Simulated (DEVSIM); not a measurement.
Device: Co/AlN/SiO2/p-Si capacitor, at 250 K.

| layer (left to right) | material | thickness (nm) | Na (cm⁻³) |
|---|---|---|---|
| 1 | AlN | 5.40 | - |
| 2 | SiO2 | 1.20 | - |
| 3 | Si | 1300 | 2.1e17 |

Metal gate on the left, work function 5 eV. Fixed charge at the semiconductor interface -3.6e10 cm⁻² (in units of +e); no interface traps.

This is a model device: material constants are rounded textbook-type values typed into the input, and sizes, dopings and lifetimes were drawn at random. Values at 300 K; Nc and Nv go as T^1.5, mobilities as T to minus their exponent, the gap by Varshni's rule with the affinity fixed.

```
parameter         AlN  SiO2        Si
----------------  ---  ----  --------
gap (eV)          6.1     9     1.124
affinity (eV)     1.9   0.9      4.05
permittivity      8.5   3.9      11.7
Nc (cm⁻³)           -     -   2.86e19
Nv (cm⁻³)           -     -    3.1e19
Varshni α (eV/K)    -     -  0.000473
Varshni β (K)       -     -       636
```

DEVSIM, 1D Poisson equation in equilibrium, Boltzmann statistics, complete ionisation; no quantum confinement or tunnelling. Metal contacts follow the ideal Schottky-Mott rule: no Fermi-level pinning, no interface dipoles.

Question: Tabulate band edges, carrier densities and field at 0.7 V on the gate.

Answer: Energies count from the Fermi level of the right contact; mesh points crowd at the junctions.

```
x (μm)    Ec (eV)  Ev (eV)  n (cm⁻³)  p (cm⁻³)  field (V/cm)
--------  -------  -------  --------  --------  ------------
0.000       2.400   -3.700     < 1e2     < 1e2        270000
0.001082    2.429   -3.671     < 1e2     < 1e2        270000
0.002700    2.472   -3.628     < 1e2     < 1e2        270000
0.004334    2.516   -3.584     < 1e2     < 1e2        270000
0.005653    3.560   -5.440     < 1e2     < 1e2        580000
0.006182    3.591   -5.410     < 1e2     < 1e2        580000
0.007014    0.472   -0.664     6.6e9    970000        190000
0.009787    0.523   -0.613     6.3e8     1.0e7        180000
0.01460     0.605   -0.531     1.4e7     4.6e8        160000
0.02472     0.753   -0.383     14000    4.5e11        130000
0.04603     0.956   -0.180     < 1e2    5.6e15         61000
0.1137      1.034   -0.102     < 1e2    2.1e17            45
0.2334      1.034   -0.102     < 1e2    2.1e17           ≈ 0
0.4854      1.034   -0.102     < 1e2    2.1e17           ≈ 0
0.9654      1.034   -0.102     < 1e2    2.1e17           ≈ 0
1.145       1.034   -0.102     < 1e2    2.1e17           ≈ 0
1.230       1.034   -0.102     < 1e2    2.1e17           ≈ 0
1.271       1.034   -0.102     < 1e2    2.1e17           ≈ 0
1.294       1.034   -0.102     < 1e2    2.1e17           ≈ 0
1.301       1.034   -0.102     < 1e2    2.1e17           ≈ 0
1.305       1.034   -0.102     < 1e2    2.1e17           ≈ 0
1.307       1.034   -0.102     < 1e2    2.1e17           ≈ 0
```
